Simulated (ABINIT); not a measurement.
Worked example: self-consistent single point of Zn2InCuSe4 (I-42m, 8 atoms in the cell) in ABINIT

Level of theory: PBEsol, PAW (JTH v2.0 PBE PAW, files made for PBE) (plane waves; ABINIT).

Input as run:

```
# Zn2InCuSe4, JTH v2.0 PBE PAW
pp_dirpath "./"
pseudos "Zn.GGA_PBE-JTH.xml, In.GGA_PBE-JTH.xml, Cu.GGA_PBE-JTH.xml, Se.GGA_PBE-JTH.xml"
acell 3*1.0
rprim
        -5.4227694256    5.4227694256   10.8337677471
         5.4227694256   -5.4227694256   10.8337677471
         5.4227694256    5.4227694256  -10.8337677471
natom 8
ntypat 4
znucl 30 49 29 34
typat 1 1 2 3 4 4 4 4
xred
         0.7500000000    0.2500000000    0.5000000000
         0.2500000000    0.7500000000    0.5000000000
         0.5000000000    0.5000000000    0.0000000000
         0.0000000000    0.0000000000    0.0000000000
         0.3639300000    0.3639300000    0.4717000000
         0.6360700000    0.1077700000    0.0000000000
         0.8922300000    0.8922300000    0.5283000000
         0.1077700000    0.6360700000    0.0000000000
ecut 816 eV
pawecutdg 1633 eV
pawxcdev 0
ixc -116133
occopt 7
tsmear 0.02 eV
nband 51
kptopt 1
ngkpt 3 3 3
nshiftk 1
shiftk 0 0 0
nstep 60
tolvrs 1.0e-11
prtwf 0
prtden 0
enunit 2
```

Log, with long lists cut:

```
 Symmetries : space group I-4 2 m (#121); Bravais tI (body-center tetrag.)

 -outvars: echo values of preprocessed input variables --------
            acell      1.0000000000E+00  1.0000000000E+00  1.0000000000E+00 Bohr
             ecut      2.99874495E+01 Hartree
           enunit           2
              ixc     -116133
         kptrlatt        3    0    0      0    3    0      0    0    3
          kptrlen      3.25366166E+01
            natom           8
            nband          51
            ngfft          72      72      72
          ngfftdg          96      96      96
             nkpt           6
            nstep          60
             nsym           8
           ntypat           4
           occopt           7
        pawecutdg      6.00116484E+01 Hartree
         pawxcdev           0
            rprim     -5.4227694256E+00  5.4227694256E+00  1.0833767747E+01
                       5.4227694256E+00 -5.4227694256E+00  1.0833767747E+01
                       5.4227694256E+00  5.4227694256E+00 -1.0833767747E+01
          spgroup         121
           tolvrs      1.00000000E-11
           tsmear      7.34986508E-04 Hartree
            typat      1  1  2  3  4  4  4  4
           useylm           1
             xred      7.5000000000E-01  2.5000000000E-01  5.0000000000E-01
                       2.5000000000E-01  7.5000000000E-01  5.0000000000E-01
                       5.0000000000E-01  5.0000000000E-01  0.0000000000E+00
                       0.0000000000E+00  0.0000000000E+00  0.0000000000E+00
                       3.6393000000E-01  3.6393000000E-01  4.7170000000E-01
                       6.3607000000E-01  1.0777000000E-01  0.0000000000E+00
                       8.9223000000E-01  8.9223000000E-01  5.2830000000E-01
                       1.0777000000E-01  6.3607000000E-01  0.0000000000E+00
            znucl       30.00000   49.00000   29.00000   34.00000

== DATASET  1 ==================================================================

 Real(R)+Recip(G) space primitive vectors, cartesian coordinates (Bohr,Bohr^-1):
 R(1)= -5.4227694  5.4227694 10.8337677  G(1)=  0.0000000  0.0922038  0.0461520
 R(2)=  5.4227694 -5.4227694 10.8337677  G(2)=  0.0922038  0.0000000  0.0461520
 R(3)=  5.4227694  5.4227694-10.8337677  G(3)=  0.0922038  0.0922038  0.0000000
 Unit cell volume ucvol=  1.2743297E+03 bohr^3
 Angles (23,13,12)=  1.31773212E+02  1.31773212E+02  7.05874508E+01 degrees

 Coarse grid specifications (used for wave-functions):

 getcut: wavevector=  0.0000  0.0000  0.0000  ngfft=  72  72  72
         ecut(hartree)=     29.987   => boxcut(ratio)=   2.20047

 Fine grid specifications (used for densities):

 getcut: wavevector=  0.0000  0.0000  0.0000  ngfft=  96  96  96
         ecut(hartree)=     60.012   => boxcut(ratio)=   2.07399

   1.63303044E+04                                ecore*ucvol(ha*bohr**3)

_setup2: Arith. and geom. avg. npw (full set) are    9987.889    9987.857

--- !BeginCycle
solver: {iscf: 17, nstep: 60, nline: 4, wfoptalg: 10, }
tolerances: {tolvrs: 1.00E-11, }
...

     iter   Etot(hartree)      deltaE(h)  residm     nres2
 ETOT  1  -403.25722802740    -4.033E+02 2.857E+01 3.280E+02
 ETOT  2  -427.96658104391    -2.471E+01 2.018E+00 7.120E+03
 ETOT  3  -422.93021113567     5.036E+00 5.702E-01 3.298E+02
 ETOT  4  -422.96021991264    -3.001E-02 6.002E-01 8.140E+02
 ETOT  5  -423.17528981546    -2.151E-01 1.360E-01 8.836E+01
 ETOT  6  -423.10515795103     7.013E-02 7.147E-02 6.618E+01
   [... 20 lines left out ...]
 ETOT 27  -422.97852885501     1.251E-12 1.100E-05 7.988E-10
 ETOT 28  -422.97852885500     1.114E-11 5.098E-05 1.507E-10
 ETOT 29  -422.97852885500     6.708E-12 6.777E-06 1.493E-10
 ETOT 30  -422.97852885501    -1.211E-11 3.069E-05 1.450E-11
 ETOT 31  -422.97852885502    -8.640E-12 4.041E-06 7.098E-12

 At SCF step   31       nres2   =  7.10E-12 < tolvrs=  1.00E-11 =>converged.

 Cartesian components of stress tensor (hartree/bohr^3)
  sigma(1 1)=  3.88716725E-05  sigma(3 2)=  0.00000000E+00
  sigma(2 2)=  3.88716725E-05  sigma(3 1)=  0.00000000E+00
  sigma(3 3)=  3.74379641E-05  sigma(2 1)=  0.00000000E+00

 ----iterations are completed or convergence reached----

 reduced coordinates (array xred) for    8 atoms
       0.750000000000      0.250000000000      0.500000000000
       0.250000000000      0.750000000000      0.500000000000
       0.500000000000      0.500000000000      0.000000000000
       0.000000000000      0.000000000000      0.000000000000
       0.363930000000      0.363930000000      0.471700000000
       0.636070000000      0.107770000000      0.000000000000
       0.892230000000      0.892230000000      0.528300000000
       0.107770000000      0.636070000000      0.000000000000
 cartesian forces (eV/Angstrom) at end:
    1     -0.00000000000000     0.00000000000000    -0.00000000000000
    2     -0.00000000000000    -0.00000000000000    -0.00000000000000
    3     -0.00000000000000     0.00000000000000    -0.00000000000000
    4     -0.00000000000000     0.00000000000000    -0.00000000000000
    5     -0.08500006445110    -0.08500006445110     0.02899112412678
    6     -0.08500006445110     0.08500006445110    -0.02899112412678
    7      0.08500006445110     0.08500006445110     0.02899112412678
    8      0.08500006445110    -0.08500006445110    -0.02899112412678
 frms,max,avg= 5.0481857E-02 8.5000064E-02   0.000E+00  0.000E+00  0.000E+00 e/A
 length scales=  1.000000000000  1.000000000000  1.000000000000 bohr
              =  0.529177208590  0.529177208590  0.529177208590 angstroms
 Fermi (or HOMO) energy (hartree) =   0.09715   Average Vxc (hartree)=  -0.34900
 Eigenvalues (hartree) for nkpt=   6  k points:
 kpt#   1, nband= 51, wtk=  0.03704, kpt=  0.0000  0.0000  0.0000 (reduced coord)
  -3.98805   -2.42884   -2.42763   -2.42763   -0.45145   -0.45097   -0.45097   -0.44277
  -0.44229   -0.41687   -0.37059   -0.37005   -0.37005   -0.16434   -0.16434   -0.16348
  -0.16139   -0.16024   -0.15903   -0.15627   -0.15436   -0.15303   -0.15303   -0.12937
  -0.10461   -0.08810   -0.04386   -0.04273   -0.03231   -0.03231   -0.02122   -0.02122
   0.01037    0.01364    0.01364    0.03024    0.04508    0.08996    0.09254    0.09254
   0.10081    0.17236    0.18399    0.25170    0.25170    0.26809    0.27308    0.28448
   0.28448    0.28987    0.32060
      occupation numbers for kpt#   1
   2.00000    2.00000    2.00000    2.00000    2.00000    2.00000    2.00000    2.00000
   2.00000    2.00000    2.00000    2.00000    2.00000    2.00000    2.00000    2.00000
   2.00000    2.00000    2.00000    2.00000    2.00000    2.00000    2.00000    2.00000
   2.00000    2.00000    2.00000    2.00000    2.00000    2.00000    2.00000    2.00000
   2.00000    2.00000    2.00000    2.00000    2.00000    2.00000    2.00000    2.00000
   0.00000    0.00000    0.00000    0.00000    0.00000    0.00000    0.00000    0.00000
   0.00000    0.00000    0.00000
 prteigrs : prtvol=0 or 1, do not print more k-points.

 Fermi (or HOMO) energy (eV) =   2.64355   Average Vxc (eV)=  -9.49688
 Eigenvalues (   eV  ) for nkpt=   6  k points:
 kpt#   1, nband= 51, wtk=  0.03704, kpt=  0.0000  0.0000  0.0000 (reduced coord)
-108.52040  -66.09203  -66.05924  -66.05924  -12.28468  -12.27142  -12.27142  -12.04831
 -12.03532  -11.34352  -10.08426  -10.06946  -10.06946   -4.47191   -4.47191   -4.44854
  -4.39165   -4.36034   -4.32732   -4.25233   -4.20045   -4.16416   -4.16416   -3.52036
  -2.84660   -2.39720   -1.19346   -1.16282   -0.87909   -0.87909   -0.57738   -0.57738
   0.28226    0.37112    0.37112    0.82291    1.22675    2.44803    2.51820    2.51820
   2.74331    4.69025    5.00675    6.84913    6.84913    7.29514    7.43097    7.74115
   7.74115    7.88781    8.72395
 prteigrs : prtvol=0 or 1, do not print more k-points.

--- !EnergyTerms
comment             : Components of total free energy in Hartree
kinetic             :  5.18014584957628E+01
hartree             :  1.44388787467233E+02
xc                  : -3.86422561781418E+01
Ewald energy        : -2.23948737928052E+02
psp_core            :  1.28148194163921E+01
local_psp           : -3.93894527663049E+02
spherical_terms     :  2.45019272651348E+01
internal            : -4.22978529124720E+02
'-kT*entropy'       : -2.41648648927392E-16
total_energy        : -4.22978529124720E+02
total_energy_eV     : -1.15098311205509E+04
...

-Cartesian components of stress tensor (GPa)         [Pressure= -1.1296E+00 GPa]
- sigma(1 1)=  1.14364390E+00  sigma(3 2)=  0.00000000E+00
- sigma(2 2)=  1.14364390E+00  sigma(3 1)=  0.00000000E+00
- sigma(3 3)=  1.10146275E+00  sigma(2 1)=  0.00000000E+00

 Calculation completed.
```

The run converged in 31 iterations.

The starting cell comes from a database of computed structures (which also holds hypothetical and non-ambient phases and stackings), without a prior relaxation at this level. Its lattice was rescaled by a random factor within 2.5 % of one. Spin polarisation is off. The potentials were made for another functional than the one used.

Cost on one core of a shared machine: roughly 10 min.
